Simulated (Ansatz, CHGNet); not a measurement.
For GaAs (model structure, started from the NiAs type, P6₃/mmc, No. 194, 4 atoms in the cell), the machine-learned potential CHGNet-r²SCAN (trained on r²SCAN data) gives:

```
Property             Result
------------------  -------
lattice constant a  3.832 Å
c axis length       6.214 Å
```

Q: What does r²SCAN+rVV10 in Ansatz (PAW) give for the same quantities?

A: 
- lattice constant a: 3.720 Å (decreases by 2.9 %)
- lattice parameter c: 6.299 Å (rises by 1.4 %)

Changes are worked out from the printed values.

Unless a cell is named, each level is at its own relaxed cell (CHGNet-r²SCAN 19.75, r²SCAN+rVV10 18.87 Å³/atom).

Ansatz's density-functional and Hartree–Fock values are scalar-relativistic unless marked +SOC, with PAW data made under PBE.

A model structure was made by putting elements into a prototype or built by hand; it is no filed structure, need not be a known phase, and can be a saddle point held by its symmetry.

Ansatz is an electronic-structure program.
